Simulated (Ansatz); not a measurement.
hypothetical P4_2/mnm AlN with two functionals, pressure 5 GPa

The parent structure is AlN (space group P4_2/mnm, No. 136; a = 5.3295 Å, c = 3.1219 Å; a hypothetical phase, not in the database extracts checked).

(Cell as relaxed with PBE.)

Levels (all Ansatz, an electronic-structure program, PAW): PBE (420 eV, no SOC); PBEsol (420 eV, no spin-orbit coupling).

Each level relaxes its own structure.

```csv
base,PBE,PBEsol
volume per atom,11.08 Å³,10.89 Å³
lattice parameter a,533.0 pm,529.4 pm
band gap,3.73 eV,3.75 eV
```

The change: cell and atoms relaxed at a pressure of 5 GPa.

```json
[
 {"quantity": "smallest direct gap", "PBE": "3.91 eV", "PBEsol": "3.92 eV"},
 {"quantity": "mean gap deformation potential ΔEg/Δln V", "PBE": "-6.5 eV", "PBEsol": "-6.3 eV"},
 {"quantity": "shortest interatomic distance", "PBE": "186.1 pm", "PBEsol": "185.1 pm"}
]
```

PBE's smallest direct gap lies 0.01 eV below PBEsol's; PBE's shortest interatomic distance lies 1.0 pm above PBEsol's (0.5 %). Neither level is exact; PBEsol is the comparison here, not a measurement.

Load acts through the strain it causes; cell and atoms are relaxed under it. No phonon test of stability was made. Competing high-pressure phases were not computed.
